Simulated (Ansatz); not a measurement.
```xyz
20
Lattice="20.0000 0.0000 0.0000 0.0000 19.5000 0.0000 0.0000 0.0000 5.4340" Properties=species:S:1:pos:R:3 pbc="T T T"
Na    14.3343     9.7500     0.0000
Cl    13.6198    12.3799     0.0000
Na    11.3393    13.8720     0.0000
Cl     8.6174    14.0053     0.0000
Na     6.4936    12.2975     0.0000
Cl     5.5256     9.7500     0.0000
Na     6.4936     7.2025     0.0000
Cl     8.6174     5.4947     0.0000
Na    11.3393     5.6280     0.0000
Cl    13.6198     7.1201     0.0000
Cl    14.4744     9.7500     2.7170
Na    13.5064    12.2975     2.7170
Cl    11.3826    14.0053     2.7170
Na     8.6607    13.8720     2.7170
Cl     6.3802    12.3799     2.7170
Na     5.6657     9.7500     2.7170
Cl     6.3802     7.1201     2.7170
Na     8.6607     5.6280     2.7170
Cl    11.3826     5.4947     2.7170
Na    13.5064     7.2025     2.7170
```

Method: PBE (plane waves to 420 eV, PAW; Ansatz, a quantum-chemistry and plane-wave program). Mesh 1×1×6. No spin polarisation. It repeats along c; a and b span vacuum. A hypothetical model. Symmetry and one short period hold its shape; lower forms weren't sought.

Task: Tabulate the two highest filled and two lowest empty levels along the axis, from the valence top.

Result: 
```csv
k (2π/c),v2 (eV),v1 (eV),c1 (eV),c2 (eV)
0.000,-0.04,0.00,4.93,5.46
0.042,-0.04,-0.01,4.95,5.47
0.083,-0.05,-0.02,4.99,5.51
0.125,-0.04,-0.04,5.06,5.57
0.167,-0.02,-0.02,5.15,5.66
0.208,-0.02,-0.02,5.26,5.77
0.250,-0.02,-0.02,5.40,–
0.292,-0.04,-0.04,5.55,–
0.333,-0.02,-0.02,5.71,–
0.375,0.00,0.00,–,–
0.417,0.00,0.00,–,–
0.458,-0.01,-0.01,–,–
0.500,-0.02,-0.02,–,–
```
A dash stands for levels within 1 eV of the vacuum level or above it.
